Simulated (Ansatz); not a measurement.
Input:

```yaml
crystal:
  lattice:
    - [3.24606, 0.00000, 0.00000]
    - [-1.62303, 2.81117, 0.00000]
    - [0.00000, 0.00000, 5.13762]
  atoms:
    - { symbol: Zn, position: [0.66667, 0.33333, 0.49803] }
    - { symbol: Zn, position: [0.33333, 0.66667, 0.99803] }
    - { symbol: O, position: [0.66667, 0.33333, 0.88228] }
    - { symbol: O, position: [0.33333, 0.66667, 0.38228] }
```

Computed with PBEsol with spin-orbit coupling, rigid bands (plane waves, PAW; Ansatz, a quantum-chemistry and plane-wave program). Condition of this run: uniaxial stress zz = 2 GPa (compression positive) (the target of the relaxation). How the cell was made: cell and atoms relaxed with PBEsol, then loaded as said.

### Question
What conductivity effective mass do dilute electrons have at 300 K?

### Answer
0.154 (x), 0.154 (y), 0.161 (z) mₑ.

### Question
What conductivity effective mass do dilute holes have at 300 K?

### Answer
1.77 (x), 1.77 (y), 2.9 (z) mₑ.

### Question
And the band gap?

### Answer
0.72 eV at this level; semilocal functionals usually fall short of the measured gap.

Rigid bands, one relaxation time for all states, no polarons.
